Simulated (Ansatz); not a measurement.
## A short convergence ladder for LaTe (Fm-3m, 2 atoms in the cell)

```
LaTe
1.0
    0.00000     3.23089     3.23089
    3.23089     0.00000     3.23089
    3.23089     3.23089     0.00000
La Te
1 1
Cartesian
  0.00000   0.00000   0.00000
  3.23089   3.23089   3.23089
```

Base method: PBEsol, default PAW files made with PBE (plane waves; Ansatz, a program for electronic structure).

Base settings: basis.ecutwfc = 420 eV; kpoints.mp_grid.grid = 9 9 9; hamiltonian.xc = pbesol; hamiltonian.pseudopotentials = {kind: paw} (the program's default PAW files); scf.occupations.method = gaussian; scf.occupations.width = 0.1 eV.

The count of work is k-points × plane waves × bands × iterations; it is no time. 

**The cutoff for other potential files**

Level: DFT, PBEsol, plane waves, harder PAW files (source: ansatz) made with PBE.

In this ladder: hamiltonian.pseudopotentials = {kind: paw, source: ansatz}.

The second cell is the first with its lattice scaled by 0.98.

The mesh stays at the base's, so the ladder's end is converged at best in this setting alone.

The first pressure column holds Ansatz's estimate of the finite-basis (Pulay) stress, which hides part of the cutoff error; the other is without it.

Only quantities that move along the ladder and can be compared are tabulated.

| basis.ecutwfc | free energy less the last step's (meV/atom) | energy of the compressed cell less the first (meV/atom) | pressure (GPa) | pressure without the Pulay estimate (GPa) | count of work / last |
|---|---|---|---|---|---|
| 290 eV | 11292.29 | 19.48 | -3.51 | -215.84 | 0.095 |
| 350 eV | 3082.45 | -20.65 | -2.54 | -80.62 | 0.12 |
| 450 eV | 229.00 | -3.20 | -1.94 | -11.71 | 0.23 |
| 545 eV | 6.97 | -1.78 | -1.90 | -2.44 | 0.27 |
| 640 eV | 0.39 | -1.74 | -1.89 | -1.89 | 0.35 |
| 770 eV | 0.23 | -1.75 | -1.89 | -1.89 | 0.47 |
| 960 eV | 0.09 | -1.75 | -1.89 | -1.90 | 0.66 |
| 1280 eV | 0.00 | -1.75 | -1.89 | -1.89 | 1.0 |

Coarsest basis.ecutwfc that holds the pressure within 0.1 GPa of the last step, with all finer ones: 450 eV, at 0.23 of the last step's count of work; the step before is off by 0.65 GPa.

Coarsest basis.ecutwfc that holds the free energy within 2 meV/atom of the last step, with all finer ones: 640 eV, at 0.35 of the last step's count of work; the step before is off by 7.0 meV/atom.

Coarsest basis.ecutwfc that holds the energy of the compressed cell less the first within 1 meV/atom of the last step, with all finer ones: 545 eV, at 0.27 of the last step's count of work; the step before is off by 1.5 meV/atom.

The energy difference between the two cells stays within 1 meV/atom of the last step's from 545 eV on, the total only from 640 eV on: much of the error is common to both cells and cancels.

At the lowest cutoff the pressure without the Pulay estimate lies 214 GPa under the last step's, the usual sign of Pulay stress in an incomplete plane-wave basis.

On the base run: the starting cell comes from a database of computed structures (which also holds hypothetical and non-ambient phases and stackings), without a prior relaxation at this level. Its lattice was rescaled by up to half a per cent.

Keys are those of Ansatz 0.2.
